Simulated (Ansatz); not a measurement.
A self-consistent single point of CrGa₄ (I4mm, 5 atoms in the cell) with Ansatz (a first-principles code).

Method of the run: LDA (PW92), default PAW files made with PBE (plane waves; Ansatz).

```yaml
crystal:
  lattice:
    - [-2.81304, 2.81304, 2.81304]
    - [2.81304, -2.81304, 2.81304]
    - [2.81304, 2.81304, -2.81304]
  atoms:
    - { symbol: Cr, position: [0.00889, 0.00889, 0.00000] }
    - { symbol: Ga, position: [0.00000, 0.00000, 0.50000] }
    - { symbol: Ga, position: [0.00000, 0.50000, 0.00000] }
    - { symbol: Ga, position: [0.50000, 0.50000, 0.50000] }
    - { symbol: Ga, position: [0.50000, 0.00000, 0.00000] }
```

Reference input (self-consistent single point, DFT, LDA (PW92), plane waves, default PAW files made with PBE): basis.ecutwfc = 420 eV; kpoints.mp_grid.grid = 5 5 5; hamiltonian.xc = lda; hamiltonian.pseudopotentials = {kind: paw} (the program's default PAW files); scf.occupations.method = fermi_dirac; scf.occupations.width = 0.1 eV. This run's input differs from it in these lines:

Ansatz 0.2 input:
```diff
@@ -12,3 +12,3 @@
 basis:
-  ecutwfc: 420.0
+  ecutwfc: 210.0
 kpoints:
```

The program printed (abridged):

```
SCF iter   1: F=—  HF=-18129.642305 eV  |F-HF|=—  |Δ(HF+E_count)|=         —  Δρ=1.06e-1  dr2=8.25e0  ethr=1.77e-3  ⟨swp⟩=5.2  Hψ=2210  notcnv=0
all-band conjugate gradients solve this SCF's bands
preconditioner: auto → Kerker (q_TF=auto, 2.595 Å⁻¹)
SCF iter   2: F=—  HF=-18123.547790 eV  |F-HF|=—  |Δ(HF+E_count)|=    6.09e0  Δρ=1.23e-1  dr2=1.90e1  ethr=1.77e-3  ⟨swp⟩=3.0  Hψ=1919  notcnv=0
   [... lines left out ...]
SCF iter   6: F=—  HF=-18122.261241 eV  |F-HF|=—  |Δ(HF+E_count)|=   8.52e-3  Δρ=1.68e-3  dr2=3.97e-3  ethr=2.21e-5  ⟨swp⟩=1.4  Hψ=751  notcnv=0
SCF iter   7: F=—  HF=-18122.260344 eV  |F-HF|=—  |Δ(HF+E_count)|=   8.97e-4  Δρ=1.66e-4  dr2=4.17e-5  ethr=6.01e-6  ⟨swp⟩=1.6  Hψ=736  notcnv=0
SCF iter   8: F=—  HF=-18122.260359 eV  |F-HF|=—  |Δ(HF+E_count)|=   1.48e-5  Δρ=5.15e-5  dr2=2.92e-6  ethr=6.33e-8  ⟨swp⟩=2.0  Hψ=871  notcnv=0
SCF iter   9: F=-18122.260359 eV  HF=-18122.260359 eV  |F-HF|=4.54e-8  |Δ(HF+E_count)|=   3.35e-7  Δρ=8.42e-6  dr2=7.73e-8  ethr=1.52e-10  ⟨swp⟩=3.4  Hψ=2420  notcnv=0
SCF 1 converged in 9 iterations: F = -18122.260359 eV  dr2 = 7.73e-8
Free energy (F): -18122.260359 eV
Internal energy: -18122.242915 eV  (E = F + TS)
E sigma→0 (E₀):  -18122.251637 eV
Entropy (-TS):   -0.017444 eV (-3.489 meV/atom)
Fermi energy:    9.417353 eV
--- Forces (eV/Å), atoms counted from 1 ---
  atom   1  Cr     0.00000000     0.00000000    -0.82833553
  atom   2  Ga    -0.12581011    -0.12581011     0.20708432
  atom   3  Ga     0.12581011    -0.12581011     0.20708432
  atom   4  Ga     0.12581011     0.12581011     0.20708432
  atom   5  Ga    -0.12581011     0.12581011     0.20708432
--- Stress (GPa, compression-positive) ---
       -8.385939       0.000000      -0.000000
        0.000000      -8.385939       0.000000
       -0.000000       0.000000      -8.501725
  P = ⅓ Tr σ = -8.4245 GPa (-84.245 kbar)
  The stress holds the Pulay correction. Without it, at fixed plane waves, as pw.x and ABINIT print it: P = -258.2524 GPa
```

The run converged in 9 iterations. Against the reference run the free energy rises by 5.90 eV/atom, the pressure goes from -5.35 to -8.42 GPa and the largest force goes from 0.718 to 0.828 eV/Å.

The starting cell comes from a database of computed structures (which also holds hypothetical and non-ambient phases and stackings), without a prior relaxation at this level. Its lattice was rescaled by up to half a per cent. One atom was moved a little off its site on purpose. Spin polarisation is off. Ansatz's pressure includes its estimate of the finite-basis (Pulay) stress. Without the estimate this run gives -258.25 GPa. The cutoff lies below the one recommended for these files.
